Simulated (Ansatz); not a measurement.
# Ti: element substitutions

Base system: Ti in the hcp (Mg type) structure (space group P6_3/mmc, No. 194; a = 2.936 Å, c = 4.636 Å).

Each row replaces one element on all its sites; cell and atoms are relaxed.

The values are results of DFT with r2SCAN, PAW potentials and a 500 eV plane-wave cutoff in Ansatz (an electronic-structure program), scalar-relativistic without spin-orbit coupling, not measurements.

Candidates:
(a) Ti → Hf
(b) Ti → Sc
(c) Ti → Zr

Before the change:

- Lattice parameter a: 2.936 Å

### Question
Order them by lattice parameter a, highest first.

### Answer
(b) Ti → Sc (3.329 Å), (c) Ti → Zr (3.246 Å), (a) Ti → Hf (3.198 Å)

No phonon test of stability was made. All final runs are without spin polarisation.
